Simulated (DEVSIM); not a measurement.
System: Schottky contact on n-type GaN, at 300 K.

Layer 1 from the left is GaN, thickness (μm) 13.0, Nd (cm⁻³) 9.3e15, τn (s) 8.1e-9, τp (s) 8.1e-9.

Left contact: Schottky, work function 5.06 eV, emission velocity 3.6e6 cm/s. Right contact: ohmic. Voltage is applied to the left contact. Recombination: SRH at mid-gap. Mobility is μmin + (μ − μmin)/(1 + (N/Nref)^α).

The device is made up for the run: typed textbook-type constants, with dimensions and the other settings drawn at random. Values at 300 K.

GaN: gap (eV) 3.43, affinity (eV) 4.1, permittivity 9.5, Nc (cm⁻³) 2.3e18, Nv (cm⁻³) 4.6e19, μn (cm²/Vs) 1200, μp (cm²/Vs) 100, μn,min 55, μp,min 3, Nref,n 2e17, Nref,p 3e17, αn 1, αp 2.

Task: Estimate by hand the built-in potential, the peak field at zero bias, the capacitance at -1.5 V, and compare with a numerical solution.

Result: 
- Built-in potential: barrier φB = 0.960 eV; Vbi = φB − kT/q ln(N_band/N) = 0.818 V; numerical 0.818 V.
- Peak field at zero bias: depletion approximation: W = √(2εVbi/(qN)) = 0.304 μm with N = 9.30e15 cm⁻³; field = 2Vbi/W = 53800 V/cm; numerical 52900 V/cm (estimate above by 1.8 %).
- Capacitance at -1.5 V: C = √(qεN / 2(Vbi + |V|)) = 16.4 nF/cm²; numerical 16.5 nF/cm² (estimate below by 0.56 %).

Model (solved in DEVSIM): 1D drift-diffusion, Boltzmann statistics, complete ionisation; no tunnelling, impact ionisation, image-force lowering or self-heating. Metal contacts follow the ideal Schottky-Mott rule: no Fermi-level pinning, no interface dipoles.
